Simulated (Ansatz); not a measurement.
Start from SiC in the zinc blende structure (space group F-43m, No. 216; a = 4.3797 Å).

All numbers come from Ansatz (a program for electronic structure), PBE, PAW, cutoff 420 eV, scalar-relativistic without spin-orbit coupling, earlier PAW set.

For the base:

| Property | Value |
|---|---|
| Electron mass | 0.68 mₑ along k, 0.23 mₑ across (at X) |
| Band gap | 1.37 eV |

Perturbation: an isotropic linear strain of −2.15 %, atoms relaxed at fixed cell.

Task: Predict the new electron mass and band gap.

Result: The electron mass becomes 0.66 mₑ along k, 0.22 mₑ across (at X) (base: 0.68 mₑ along k, 0.23 mₑ across (at X)); the band gap drops by 0.06 eV (1.37 eV → 1.31 eV).

Effective masses come from finite differences of ±0.01 Å⁻¹. Along k means along the line from Γ to the band edge. Stability against distortions was not tested.
